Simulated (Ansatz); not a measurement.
For InAs (model structure, started from the CsCl type, Pm-3m, No. 221, 2 atoms in the cell), PBEsol in Ansatz (PAW) gives:

```
Property                       Value
---------------------  -------------
lattice constant a           3.507 Å
enthalpy of formation  0.168 eV/atom
```

Task: What does PBE-D3(BJ) in Ansatz (plane waves, PAW) give for the same quantities?

Result: 
- lattice constant a: 3.519 Å (increases by 0.3 %)
- formation enthalpy: 0.168 eV/atom (is nearly the same)

Changes are worked out from the printed values.

Unless a cell is named, each level is at its own relaxed cell (PBEsol 21.57, PBE-D3(BJ) 21.79 Å³/atom).

Levels without +SOC leave out spin–orbit coupling, which shifts energies and cells of such heavy elements.

Ansatz's density-functional and Hartree–Fock values are scalar-relativistic unless marked +SOC, with PAW data made under PBE.

A model structure was made by putting elements into a prototype or built by hand; it is no filed structure, need not be a known phase, and can be a saddle point held by its symmetry.

Ansatz is a first-principles code.
